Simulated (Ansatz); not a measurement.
The starting structures come from a database of crystals and need not be the phases stable at ambient conditions.

 Where the default PAW files enter, the runs use the earlier of Ansatz's two default sets.

Inside the gap of an insulator the Bloch states are evanescent, with a wavenumber k + iκ along the transport direction.

Here is the system:

```
CELL_PARAMETERS angstrom
      4.08244     0.00000     0.00000
     -2.04122     3.53549     0.00000
      0.00000     0.00000     6.57780
ATOMIC_POSITIONS crystal
  Al 0.33333 0.66667 0.00068
  Al 0.66667 0.33333 0.50068
  As 0.33333 0.66667 0.37532
  As 0.66667 0.33333 0.87532
```

Space group of this cell: P6_3mc, wurtzite. The cell is strained (lengths across the current scaled by 1.02, ions clamped); by PBEsol its mean pressure is -2.5 GPa.

Transport runs along the normal of the first two printed cell vectors, the (001) (indices of the unstrained crystal) plane of the conventional cell.

The gap is the functional's own. No spin-orbit coupling. Mid-gap values are interpolated on the energy grid.

Problem. State the band gap and the smallest decay constant κ at mid-gap according to PBEsol (Ansatz, a first-principles code).

Solution. Gap 1.45 eV on a 12×12×6 mesh; κ = 0.098 1/Å, at the zone centre.
